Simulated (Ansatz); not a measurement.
# What a tighter setting buys: basis.ecutwfc, Mg (P6_3/mmc, 4 atoms in the cell)

```yaml
crystal:
  lattice:
    - [3.25307, 0.00000, 0.00000]
    - [-1.62654, 2.81724, 0.00000]
    - [0.00000, 0.00000, 10.56651]
  atoms:
    - { symbol: Mg, position: [0.00000, 0.00000, 0.00000] }
    - { symbol: Mg, position: [0.00000, 0.00000, 0.50000] }
    - { symbol: Mg, position: [0.33333, 0.66667, 0.25000] }
    - { symbol: Mg, position: [0.66667, 0.33333, 0.75000] }
```

Computed with revPBE, harder PAW files (source: ansatz) made with PBE (plane waves; Ansatz, a first-principles code).

Base settings: basis.ecutwfc = 620 eV; kpoints.mp_grid.grid = 12 12 3; hamiltonian.xc = revpbe; hamiltonian.pseudopotentials = {kind: paw, source: ansatz}; scf.occupations.method = fermi_dirac; scf.occupations.width = 0.05 eV.

Misses are taken against the tightest run, 1240 eV, which need not be fully converged itself. The energy is the free energy per atom.

The count of work is k-points × plane waves × bands × iterations; it is no time, and leaves out set-up, grids and terms that scale otherwise. 

Ansatz's pressure holds its estimate of the finite-basis (Pulay) stress, which hides part of the cutoff error; the uncorrected pressure shows it.

The starting cell comes from a database of computed structures (which also holds hypothetical and non-ambient phases and stackings), without a prior relaxation at this level. Its lattice was rescaled by a random factor within 2.5 % of one. Ansatz's pressure includes its estimate of the finite-basis (Pulay) stress.

```csv
basis.ecutwfc,energy less reference (meV/atom),pressure less reference (GPa),uncorrected pressure less reference (GPa),count of work / reference
250 eV,22290.60,-0.10,-679.31,0.10
310 eV,4274.07,1.34,-161.10,0.14
370 eV,808.45,-0.24,-37.35,0.16
435 eV,121.38,-0.07,-7.19,0.21
495 eV,16.99,-0.01,-1.33,0.25
560 eV,1.39,0.00,-0.13,0.30
620 eV,0.38,0.00,0.00,0.36
715 eV,0.29,0.00,0.00,0.44
805 eV,0.21,0.00,0.00,0.52
930 eV,0.17,0.00,0.00,0.64
1085 eV,0.05,0.00,0.00,0.82
1240 eV,0.00,0.00,0.00,1.0
```

Coarsest setting among those run that, with all tighter ones, holds the energy within 10 meV/atom of the reference: 560 eV, off by 1.4 meV/atom; it needs 0.30 of the reference's count of work.

The step from 435 eV to 930 eV: it takes the miss in the energy from 120 to 0.17 meV/atom, for 3.1 times the count of work.

Keys are those of Ansatz 0.2.
